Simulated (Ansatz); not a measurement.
## Ti, response to strain

Take Ti in the hcp (Mg type) structure (space group P6_3/mmc, No. 194; a = 2.936 Å, c = 4.640 Å; relaxed with 0.1 eV smearing) as the base. Axes: x lies along a and z along c of the hexagonal cell.

Strains are applied to the cell and any free atomic positions relax.

The values are results of r2SCAN in Ansatz (plane waves to 500 eV, PAW, no spin-orbit coupling), not measurements.

Notes on the quantities. energy relative to the base: free energy F; pressure: mean of the normal stresses, compression positive.

```csv
change,energy relative to the base,pressure,shortest interatomic distance
base,0 meV/atom,0.0 GPa,2.874 Å
uniaxial strain ε_zz = +0.50 %,+0.3 meV/atom,…,…
uniaxial strain ε_zz = +1.00 %,+1.0 meV/atom,-1.1 GPa,2.892 Å
uniaxial strain ε_zz = +1.50 %,+2.3 meV/atom,-1.7 GPa,2.902 Å
uniaxial strain ε_zz = +2.00 %,+4.1 meV/atom,-2.2 GPa,2.911 Å
uniaxial strain ε_zz = +2.50 %,+6.4 meV/atom,-2.7 GPa,2.921 Å
uniaxial strain ε_zz = +3.00 %,+9.1 meV/atom,-3.2 GPa,2.930 Å
```

### Question
Fill in the withheld entries from the trend.

### Answer

- uniaxial strain ε_zz = +0.50 %, pressure: -0.6 GPa
- uniaxial strain ε_zz = +0.50 %, shortest interatomic distance: 2.883 Å

Stability against distortions was not tested. All final runs are without spin polarisation.

Ansatz is a quantum-chemistry and plane-wave program.
